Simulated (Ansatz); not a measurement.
The parent structure is WC (space group P-6m2, No. 187; a = 2.899 Å, c = 2.827 Å; relaxed with 0.1 eV smearing). Axes: x lies along a and z along c of the hexagonal cell.

Method: PBEsol, PAW, 420 eV (Ansatz, a program for electronic structure; no spin-orbit coupling).

The change: a pure shear with ε_xz = ε_zx = 0.0057; the atoms relax in the strained cell.

Problem. What does the calculation give for the stress and energy relative to the base after the change?

Solution. The stress (xx, yy, zz, yz, xz, xy; compression positive) comes out as (0.1, 0.0, 0.1, 0.0, -3.7, 0.0) GPa; the energy grows by 1.3 meV/atom.

No phonon test of stability was made. The final runs are not spin-polarised.
